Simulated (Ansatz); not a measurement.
An Ansatz (an electronic-structure program) run: IrO2 with a change (x(Os) = 0.75, 12 atoms, Immm); PBEsol, PAW, 420 eV (Ansatz; no spin-orbit coupling).

Input:

Ansatz 0.2 input:
```yaml
crystal:
  lattice:
    - [-3.1505876543, 3.1593740823, 3.1722428373]
    - [3.1505876543, -3.1593740823, 3.1722428373]
    - [3.1505876543, 3.1593740823, -3.1722428373]
  atoms:
    - { symbol: Ir, position: [0, 0, 0] }
    - { symbol: Os, position: [0.5, 0.5, 0] }
    - { symbol: Os, position: [0.7500100872, 0.2500100872, 0.5] }
    - { symbol: Os, position: [0.2499899128, 0.7499899128, 0.5] }
    - { symbol: O, position: [0.3126465326, 0, 0.3126465326] }
    - { symbol: O, position: [0.8081724381, 0.5, 0.3081724381] }
    - { symbol: O, position: [0.7472269759, 0.5540528843, 0.8068259084] }
    - { symbol: O, position: [0.2527730241, 0.0595989325, 0.8068259084] }
    - { symbol: O, position: [0.7472269759, 0.9404010675, 0.1931740916] }
    - { symbol: O, position: [0.2527730241, 0.4459471157, 0.1931740916] }
    - { symbol: O, position: [0.6873534674, 0, 0.6873534674] }
    - { symbol: O, position: [0.1918275619, 0.5, 0.6918275619] }
basis: { ecutwfc: 420, ecutrho_ratio: 4, xc_grid: 2, fft_grid_basis: typed }
kpoints: { mp_grid: { grid: [11, 11, 11] } }
hamiltonian:
  xc: pbesol
  dispersion: none
  pseudopotentials: { kind: paw }
scf: { occupations: { method: fermi_dirac, width: 0.05 }, convergence: { dr2_threshold: 0.0000000012 } }
output: { forces: true, stress: true }
checkpoint: { write: state.ck, write_every: 1000 }
```

Output:

```
WARN ansatz: RAYON_NUM_THREADS=1 ignored (pool sized by the plan → 1); use --threads N
Pseudopotentials: kind: paw
Pseudopotential: Ir, paw, valence charge 17
Pseudopotential: Os, paw, valence charge 16
Pseudopotential: O, paw, valence charge 6
Functional definition: PBEsol
Crystal: 12 atoms, lattice volume = 126.305 Å³
Basis set: ecut = 420 eV, 2491 PW (Γ), exchange–correlation on 80×80×80 points (8 copies of the dense FFT grid, shifted against one another)
Bands: 69, of which v1, the nominal top of the filled ones, is band 57 counted from 1 (56 counted from 0)
Symmetry: 8 space group operations
Space group: Immm (ITA 71), of the structure as read, at distance tolerance 5.0e-5 Å
k-points: 216 of 1331
PAW frozen core: Ir, regenerated for the run's functional, and the local potential with it
PAW frozen core: Os, regenerated for the run's functional, and the local potential with it
PAW frozen core: O, regenerated for the run's functional, and the local potential with it
Initial density: superposition of atomic densities (neutral atoms: chi_scale 0, normalization atom), corrected by the library's trained network
Initial wavefunctions: pseudopotential atomic-orbital guess
Eigensolver: davidson
Functional: x = pbesol(κ = 0.804, μ = 0.12345679012345678), c = pbesol(β = 0.046)
SCF iter   1: F=—  HF=-50030.334639 eV  |F-HF|=—  |Δ(HF+E_count)|=         —  Δρ=2.33e-2  dr2=6.10e-1  ethr=1.77e-3  ⟨swp⟩=6.0  Hψ=51781  notcnv=0  defer=200
all-band conjugate gradients solve this SCF's bands
preconditioner: auto → LDOS
SCF iter   2: F=—  HF=-50030.246364 eV  |F-HF|=—  |Δ(HF+E_count)|=   8.83e-2  Δρ=1.37e-2  dr2=1.36e-1  ethr=5.40e-4  ⟨swp⟩=2.0  Hψ=27836  notcnv=0  defer=392
SCF iter   3: F=—  HF=-50030.210548 eV  |F-HF|=—  |Δ(HF+E_count)|=   3.58e-2  Δρ=1.96e-3  dr2=4.08e-3  ethr=1.21e-4  ⟨swp⟩=2.0  Hψ=25549  notcnv=0  defer=392
SCF iter   4: F=—  HF=-50030.209820 eV  |F-HF|=—  |Δ(HF+E_count)|=   7.29e-4  Δρ=3.15e-4  dr2=1.20e-4  ethr=3.61e-6  ⟨swp⟩=2.0  Hψ=20396  notcnv=0  defer=392
SCF iter   5: F=—  HF=-50030.209803 eV  |F-HF|=—  |Δ(HF+E_count)|=   1.72e-5  Δρ=7.53e-5  dr2=4.10e-6  ethr=1.06e-7  ⟨swp⟩=2.0  Hψ=21538  notcnv=0  defer=392
SCF iter   6: F=—  HF=-50030.209775 eV  |F-HF|=—  |Δ(HF+E_count)|=   2.80e-5  Δρ=1.61e-5  dr2=2.18e-7  ethr=3.63e-9  ⟨swp⟩=2.0  Hψ=22995  notcnv=0  defer=392
SCF iter   7: F=—  HF=-50030.209775 eV  |F-HF|=—  |Δ(HF+E_count)|=   2.21e-8  Δρ=3.29e-6  dr2=7.99e-9  ethr=1.93e-10  ⟨swp⟩=2.0  Hψ=23495  notcnv=0  defer=392
SCF iter   8: F=-50030.209775 eV  HF=-50030.209775 eV  |F-HF|=8.00e-11  |Δ(HF+E_count)|=  8.22e-10  Δρ=9.55e-7  dr2=5.80e-10  ethr=1.06e-12  ⟨swp⟩=4.3  Hψ=49353  notcnv=0
SCF 1 converged in 8 iterations: F = -50030.209775 eV  dr2 = 5.80e-10
SCF converged after 8 iterations
Free energy (F): -50030.209775 eV
Harris-Foulkes:  -50030.209775 eV  (|F-HF|=8.00e-11)
Internal energy: -50030.172393 eV  (E = F + TS)
E sigma→0 (E₀):  -50030.191084 eV
Entropy (-TS):   -0.037382 eV (-3.115 meV/atom)
Fermi energy:    14.733420 eV
--- Per-component energies (eV) ---
  E_band       = -816.467406
  E_kinetic    = 3702.799176
  E_local      = -7794.040728  (includes V_loc(G=0)·N_el)
  E_nonlocal   = 469.838996
  E_hartree    = 2922.153633
  E_xc         = -1633.387018
  E_vxc        = -1883.840650  (∫ρ·V_xc dr)
  E_paw        = -36947.445407  (= ΣΔE_a)
  E_vpaw       = -1155.550955  (= ΣTr[D̂ρ^β])
  E_aug_tail   = 0.019807  (compensation charges beyond the density's cutoff)
  E_ewald      = -10751.402239
  E_core_change = 1.291387  (= ΣΔE_core)
  E_smearing   = -0.037382  (= −TS)
  E_closure    = -0.000000  (closes the sum)
  Σ components = -50030.209775   (vs F -50030.209775, Δ=0.00e0)
  [band-id]    e_kinetic+e_local+e_nonlocal+2·e_hartree+e_vxc+e_vpaw+e_augmentation_tail = -816.467088   (vs E_band -816.467406, Δ=3.18e-4)
--- Forces (eV/Å), atoms counted from 1 ---
  atom   1  Ir     0.00000000     0.00000000     0.00000000
  atom   2  Os     0.00000000     0.00000000     0.00000000
  atom   3  Os     0.00000000     0.00000000     0.00141674
  atom   4  Os     0.00000000     0.00000000    -0.00141674
  atom   5  O      0.00000000     0.00042741     0.00000000
  atom   6  O      0.00000000     0.00056153     0.00000000
  atom   7  O     -0.00003920     0.00000000    -0.00006601
  atom   8  O     -0.00003920     0.00000000     0.00006601
  atom   9  O      0.00003920     0.00000000    -0.00006601
  atom  10  O      0.00003920     0.00000000     0.00006601
  atom  11  O      0.00000000    -0.00042741     0.00000000
  atom  12  O      0.00000000    -0.00056153     0.00000000
  max |Σ_I F_I| component: 1.08e-19 eV/Å
--- Stress (GPa, compression-positive) ---
        0.017926       0.000000       0.000000
        0.000000       0.012621       0.000000
        0.000000       0.000000      -0.012095
  P = ⅓ Tr σ = 0.0062 GPa (0.062 kbar)
  The stress holds the Pulay correction. Without it, at fixed plane waves, as pw.x and ABINIT print it: P = -0.8032 GPa
  The stress includes an estimate of the error left by incomplete SCF convergence (largest component -0.0002 GPa).
--- Band table ---
  band table: none
```

These are small ordered cells, not random alloys; other orderings at the same x differ. Stability against distortions was not tested. No Hubbard U is applied, and correlation can decide whether such a compound is a metal. All final runs are without spin polarisation. An odd electron count without spin: Os3IrO8. The cell was made from IrO2 by this change: x(Os) = 0.75, 12 atoms, Immm.
